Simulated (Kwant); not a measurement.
Device: GaN/Al0.2Ga0.8N stack with 1 barrier. One parabolic valley. Leads of mass 0.2 mₑ with the band edge at 0; grid 0.1 nm; bias 0 V, dropping linearly over the stack.

```csv
layer,thickness (nm),band offset (eV),mass (mₑ)
1,2,0.35,0.22
```

The device is made up for the run: typed textbook-type constants, with dimensions and the other settings drawn at random.

Model: one-band effective-mass tight-binding model in one dimension, coherent, no space charge (Kwant).

Task: Work out the transmission below the barrier top from T = 1/(1 + ((ζ + 1/ζ)/2)² sinh²(κa)), ζ = (k/m_lead)/(κ/m_barrier).

Result: E = 0.05474 eV: k = 0.5360 nm⁻¹, κ = 1.306 nm⁻¹, ζ = 0.4516, T = 0.0121. The simulation gives 0.0122, the same within the digits that matter. E = 0.1475 eV: k = 0.8798 nm⁻¹, κ = 1.081 nm⁻¹, ζ = 0.8950, T = 0.0509. The simulation gives 0.0511, the same within the digits that matter. E = 0.227 eV: k = 1.091 nm⁻¹, κ = 0.8429 nm⁻¹, ζ = 1.424, T = 0.115. The simulation gives 0.115, the same within the digits that matter. What differs comes from the grid.
